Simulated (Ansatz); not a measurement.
System: ScF3 (R-3c, No. 167, 8 atoms in the cell; start mp-1078300). Method: HSE06 (Ansatz, a program for electronic structure, PAW).

Settings: plane-wave cutoff 500 eV, 6×6×6 k mesh, gaussian smearing 0.02 eV, scalar-relativistic PAW data made under PBE.

Cell (relaxed with r²SCAN):

```cif
data_F18Sc6
_chemical_formula_sum 'Sc6 F18'
_space_group_name_H-M_alt 'R-3c :H'
_space_group_IT_number 167
_space_group_name_Hall '-R 3 2"c'
_cell_length_a 5.61533
_cell_length_b 5.61533
_cell_length_c 13.96974
_cell_angle_alpha 90.000
_cell_angle_beta 90.000
_cell_angle_gamma 120.000
loop_
_atom_site_label
_atom_site_type_symbol
_atom_site_symmetry_multiplicity
_atom_site_Wyckoff_symbol
_atom_site_fract_x
_atom_site_fract_y
_atom_site_fract_z
_atom_site_occupancy
Sc1 Sc 6 b 0.00000 0.00000 0.00000 1
F1 F 18 e 0.55047 0.55047 0.25000 1
```
(The calculation used a cell of 8 atoms; values per cell refer to that cell.)

**Question.** What does this level give for the band gap?

**Answer.** 
- band gap: 8.91 eV (on the SCF k mesh)

Note: cell and atoms aren't relaxed at this level (pressure 0.3 GPa).

The computed numbers hold no vibrational or temperature effects.

Cost on a shared machine: very roughly 4 core-minutes.

A start named mp-… is a Materials Project structure, which need not be a measured phase.
